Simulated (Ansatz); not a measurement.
Take Ge in the diamond structure (space group Fd-3m, No. 227; a = 5.6762 Å) as the base. Axes: x, y, z lie along the cube axes.

Method: PBEsol (Ansatz, a program for electronic structure), spin-orbit coupling left out.

Strains are applied to the cell and any free atomic positions relax; under biaxial strain the out-of-plane vector relaxes too.

One change was made to it. Results:

| quantity | base | after |
|---|---|---|
| energy relative to the base (free energy F) | 0 meV/atom | +15 meV/atom |
| shortest interatomic distance | 2.458 Å | 2.418 Å |
| pressure (mean of the normal stresses, compression positive) | 0.0 GPa | 3.0 GPa |

Q: Which of these changes matches the shifts?
(A) biaxial strain −1.25 %, plane normal [111], relaxed out of plane
(B) biaxial strain +0.83 %, plane normal [111], relaxed out of plane
(C) biaxial strain +0.42 %, plane normal [111], relaxed out of plane
(D) biaxial strain −2.50 %, plane normal [111], relaxed out of plane

A: D, biaxial strain −2.50 %, plane normal [111], relaxed out of plane. For comparison, the energy relative to the base in the other runs: biaxial strain +0.83 %, plane normal [111], relaxed out of plane gives +1.5 meV/atom; biaxial strain −1.25 %, plane normal [111], relaxed out of plane gives +3.7 meV/atom; biaxial strain +0.42 %, plane normal [111], relaxed out of plane gives +0.4 meV/atom.

Stability against distortions was not tested.
